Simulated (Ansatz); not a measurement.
The starting structures come from a database of crystals and need not be the phases stable at ambient conditions.

Tunnelling through a barrier is set by its complex band structure: the current falls as exp(−2κd) with the smallest κ.

Given:

```yaml
crystal:
  lattice:
    - [8.62942, 0.00000, 0.00000]
    - [0.00000, 9.15569, 0.00000]
    - [0.00000, 4.57784, 2.64302]
  atoms:
    - { symbol: Al, position: [0.93805, 0.66667, 0.00000] }
    - { symbol: Al, position: [0.43805, 0.33333, 0.00000] }
    - { symbol: P, position: [0.06301, 0.33333, 0.00000] }
    - { symbol: P, position: [0.56301, 0.66667, 0.00000] }
    - { symbol: O, position: [0.50457, 0.97854, 0.53219] }
    - { symbol: O, position: [0.00457, 0.48927, 0.53219] }
    - { symbol: O, position: [0.50457, 0.51073, 0.00000] }
    - { symbol: O, position: [0.00457, 0.02146, 0.46781] }
    - { symbol: O, position: [0.50457, 0.51073, 0.46781] }
    - { symbol: O, position: [0.00457, 0.48927, 0.00000] }
    - { symbol: O, position: [0.73845, 0.66667, 0.00000] }
    - { symbol: O, position: [0.23845, 0.33333, 0.00000] }
```

Space group of this cell: P6_3mc. The cell is taken as given; by PBEsol its mean pressure is 2.6 GPa.

Transport runs along the normal of the first two printed cell vectors, the (110) plane of the conventional cell.

The gap is the functional's own. No spin-orbit coupling. Mid-gap values are interpolated on the energy grid.

Q: Estimate the band gap and the smallest decay constant κ at mid-gap that PBEsol (Ansatz, a program for electronic structure) returns for this system.

A: Gap 5.52 eV on a 4×12×12 mesh; κ = 0.474 1/Å, at the zone centre.
